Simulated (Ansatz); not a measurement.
Cu2Sb (P4/nmm): resistivity and electron-phonon coupling

```xyz
6
Lattice="3.9639 0.0000 0.0000 0.0000 3.9639 0.0000 0.0000 0.0000 6.0229" Properties=species:S:1:pos:R:3 pbc="T T T"
Cu     0.0000     0.0000     0.0000
Cu     1.9820     1.9820     0.0000
Cu     1.9820     0.0000     1.5850
Cu     0.0000     1.9820     4.4379
Sb     1.9820     0.0000     4.1996
Sb     0.0000     1.9820     1.8233
```

These are PBEsol, DFPT electron-phonon coupling, linearised Boltzmann equation (plane waves, PAW, scalar-relativistic; Ansatz, a first-principles code) values and carry that method's errors. Geometry: relaxed with this functional, without spin-orbit coupling.

```
Quantity                                                                                                         Value
----------------------------------------------------------------------------------  ----------------------------------
resistivity at 300 K                                                                  8.6 (x), 8.6 (y), 10.7 (z) μΩ·cm
resistivity at 77 K                                                                 1.58 (x), 1.58 (y), 1.95 (z) μΩ·cm
electron mean free path at 300 K (weighted by the current that each state carries)                             12.9 nm
electron-phonon coupling λ                                                                                        0.32
transport coupling λ_tr                                                                   0.35 (x), 0.35 (y), 0.31 (z)
logarithmic mean phonon energy                                                                                11.6 meV
```

A metal at this level (no band gap). Only scattering by harmonic phonons is included (no impurities, grain boundaries, electron-electron scattering or thermal expansion). Spin-orbit coupling is left out. Halving the electron mesh (20x20x16) moves the resistivity by up to 9 % at 300 K, the mean free path by up to 5 %, the coupling by up to 6 %. Smearing 0.20 eV; phonons on a 4x4x3 q mesh, which this run doesn't test and which matters most at low temperature.

Formula and space group known from diffraction (Crystallography Open Database), not checked to be the room-temperature form: Cu2Sb (P4/nmm).
